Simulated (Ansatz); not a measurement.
Start from Rb in the bcc (W type) structure (space group Im-3m, No. 229; a = 5.7485 Å).

Level of theory: Ansatz (a quantum-chemistry and plane-wave program) r2SCAN, spin-orbit coupling left out.

Base values:

```
Property            Value
---------------  --------
Volume per atom  94.98 Å³
```

Perturbation: every Rb is replaced by Li, then cell and atoms are relaxed.

Task: What happens to the volume per atom?

Result: The volume per atom shrinks by 73.95 Å³ (94.98 Å³ → 21.03 Å³).

No phonon test of stability was made.
